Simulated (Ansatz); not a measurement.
## AlN: response to strain

Base system: AlN in the wurtzite structure (space group P6_3mc, No. 186).

```yaml
crystal:
  lattice:
    - [3.10670, 0.00000, 0.00000]
    - [-1.55335, 2.69048, 0.00000]
    - [0.00000, 0.00000, 4.97846]
  atoms:
    - { symbol: Al, position: [0.33333, 0.66667, 0.99659] }
    - { symbol: Al, position: [0.66667, 0.33333, 0.49659] }
    - { symbol: N, position: [0.33333, 0.66667, 0.37821] }
    - { symbol: N, position: [0.66667, 0.33333, 0.87821] }
```

Cartesian axes are those of the cell as printed.

Strains are applied to the cell and any free atomic positions relax; under biaxial strain the out-of-plane vector relaxes too; under stress the whole cell relaxes.

Levels (all Ansatz, an electronic-structure program, PAW): r2SCAN (500 eV, without spin-orbit coupling); HSE06 (420 eV, no spin-orbit coupling).

Band gaps by level, all at the geometries relaxed with r2SCAN:

```csv
case,r2SCAN,HSE06
base,4.88 eV,5.60 eV
"biaxial strain +2.36 %, plane normal [001], relaxed out of plane",4.38 eV,5.09 eV
isotropic strain +2.31 %,4.27 eV,4.96 eV
uniaxial strain ε_yy = +1.36 %,4.72 eV,5.44 eV
uniaxial strain ε_zz = −3.17 %,4.97 eV,5.71 eV
"uniaxial stress, 2 GPa tension along z",4.88 eV,5.60 eV
```

Single points use the geometry relaxed with r2SCAN. Beyond what the load breaks, stability against distortions was not tested.
